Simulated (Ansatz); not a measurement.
# Amorphous Cu₂₂Sn₃I₂₈

The cell was made by melting and quenching with the CHGNet potential and then relaxed with DFT. The hot cell started wider than the set density and was brought back towards it in steps. It is the lowest in DFT energy of 3 quenches. It is a model cell: composition and starting density were chosen by hand, and all elements were melted together. The geometry includes D3(BJ) dispersion.

Calculation: PBE-D3(BJ), scalar-relativistic without spin-orbit coupling (plane waves to 420 eV, PAW; Ansatz, a quantum-chemistry and plane-wave program). Geometry, pressure, stress and energy are those of the PBE run. Its sampling: a 2×2×2 Γ-centred mesh; Fermi-Dirac width 0.05 eV; no spin polarisation. The levels at the Fermi energy are partly filled. A closed spacing in one fast-quenched cell at PBE doesn't show the material to be a metal.

* **Number of atoms in the cell**: 53
* **Density (volume relaxed, with D3(BJ))**: 5.71 g/cm³
* **Volume per atom**: 29.12 Å³
* **Pressure on a 2×2×2 Γ-centred mesh**: 0.01 GPa
* **Largest force and stress component on that mesh (the relaxation ran on one k-point at (1/4, 1/4, 1/4))**: 0.06 eV/Å and 0.0 GPa
* **Gap on a 2×2×2 Γ-centred mesh (PBE)**: within the smearing (under twice its width)

Cut-offs for bonds: Cu-Cu 3.20 Å, Cu-Sn 3.25 Å, Cu-I 3.14 Å, Sn-Sn 3.34 Å, Sn-I 3.34 Å, I-I 3.34 Å.

The mean coordination of Cu is 6.23 (2 with 4, 5 with 5, 5 with 6, 6 with 7, 4 with 8) and the mean coordination of Sn is 6.67 (1 with 5, 1 with 7, 1 with 8). The mean coordination of I comes out as 2.89 (4 with 2, 23 with 3, 1 with 4). The mean Cu-I bond is 2.641 Å (spread 0.092 Å, 75 counted) and the mean Cu-Cu bond is 2.637 Å (spread 0.125 Å, 24 counted).

Its density started from a set value of 6.04 g/cm³. Cooling (nominally 76 K/ps over its main leg) ran many orders faster than in experiment, which tends to leave more defects and strain. One small periodic cell is one sample of the glass; other quenches scatter about these values. Volume and shape were free in the relaxation.
